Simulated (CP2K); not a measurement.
CP2K run on a defect of Rb (1 atoms in the cell): self-consistent single point.

Method: LDA (Pade form), GPW, DZVP-MOLOPT-SR-GTH basis, GTH-PADE potentials (GTH_POTENTIALS) (CP2K).

The change in words: 2 x 1 x 1 supercell, one Rb atom taken out, nothing relaxed; KPOINTS/SCHEME: MONKHORST-PACK 4 4 4 → MONKHORST-PACK 2 4 4. Reference geometry:
```yaml
crystal:
  lattice:
    - [4.90772, 0.00000, 0.00000]
    - [-1.63591, 4.62704, 0.00000]
    - [-1.63591, -2.31352, 4.00714]
  atoms:
    - { symbol: Rb, position: [0.00000, 0.00000, 0.00000] }
```

Reference input (self-consistent single point, DFT LDA (Pade form), GPW, DZVP-MOLOPT-SR-GTH basis, GTH-PADE potentials (GTH_POTENTIALS)): CUTOFF = 500 Ry; REL_CUTOFF = 50 Ry; SMEAR/METHOD = FERMI_DIRAC; ELECTRONIC_TEMPERATURE = 1160.45 K; KPOINTS/SCHEME = MONKHORST-PACK 4 4 4; GAMMA_CENTERED = T; XC_FUNCTIONAL = PADE; Rb/BASIS_SET = DZVP-MOLOPT-SR-GTH-q9; Rb/POTENTIAL = GTH-PADE-q9; METHOD = GPW; EPS_DEFAULT = 1e-11; NGRIDS = 5. This run's input differs from it in these lines:

```diff
@@ -39,3 +39,3 @@
     &KPOINTS
-      SCHEME MONKHORST-PACK 4 4 4
+      SCHEME MONKHORST-PACK 2 4 4
       GAMMA_CENTERED T
@@ -63,3 +63,3 @@
     &CELL
-      A 4.90772300 0.00000000 0.00000000
+      A 9.81544500 0.00000000 0.00000000
       B -1.63590800 4.62704500 0.00000000
@@ -69,3 +69,3 @@
     &COORD
-      Rb       0.00000000     0.00000000     0.00000000
+      Rb       4.90772250     0.00000000     0.00000000
     &END COORD
```

Output, abridged:

```
 SCF WAVEFUNCTION OPTIMIZATION

  Step     Update method      Time    Convergence         Total energy    Change
     1 NoMix/Diag. 0.20E+00      -     2.01914996       -24.1031738383 -2.41E+01
     2 Broy./Diag. 0.20E+00      -     0.00261302       -24.1706087934 -6.74E-02
     3 Broy./Diag. 0.20E+00      -     0.01351260       -24.1108996985  5.97E-02
     4 Broy./Diag. 0.20E+00      -     0.00086700       -24.0975659756  1.33E-02
     5 Broy./Diag. 0.20E+00      -     0.00098551       -24.1072689941 -9.70E-03
     6 Broy./Diag. 0.20E+00      -     0.00006191       -24.1091803150 -1.91E-03
   [... 2 lines left out ...]
     9 Broy./Diag. 0.20E+00      -     0.00005740       -24.1092208977  9.51E-05
    10 Broy./Diag. 0.20E+00      -     0.00000466       -24.1092570599 -3.62E-05
    11 Broy./Diag. 0.20E+00      -     0.00000458       -24.1092893377 -3.23E-05
    12 Broy./Diag. 0.20E+00      -     0.00000009       -24.1092913842 -2.05E-06
  *** SCF run converged in    12 steps ***

  Overlap energy of the core charge distribution:               0.00000000000000
  Self energy of the core charge distribution:                -46.63199619119211
  Core Hamiltonian energy:                                     10.17174698913807
  Hartree energy:                                              15.94977390136290
  Exchange-correlation energy:                                 -3.59801281709487
  Electronic entropic energy:                                  -0.00080326636499
  Fermi energy:                                                -0.01502817173481

  Total energy:                                               -24.10929138418925
  Total energy (extrapolated to T->0):                        -24.10888975100676

   [... lines left out ...]

 STRESS| Analytical stress tensor [bar]
 STRESS|                        x                   y                   z
 STRESS|      x       -1.86266958392E+03   5.70405865280E+02   9.87974198447E+02
 STRESS|      y        5.70405865280E+02  -2.71912064017E+03   2.87944873374E+01
 STRESS|      z        9.87974198447E+02   2.87944873374E+01  -2.68587523685E+03
 STRESS| 1/3 Trace                                            -2.42255515365E+03
```

The run converged in 12 iterations. Against the reference run the free energy rises by 200 meV/atom.

The starting cell has typed, rounded lattice constants, without a prior relaxation at this level. Its lattice was rescaled by up to half a per cent. Values carry the incompleteness of an atom-centred basis.
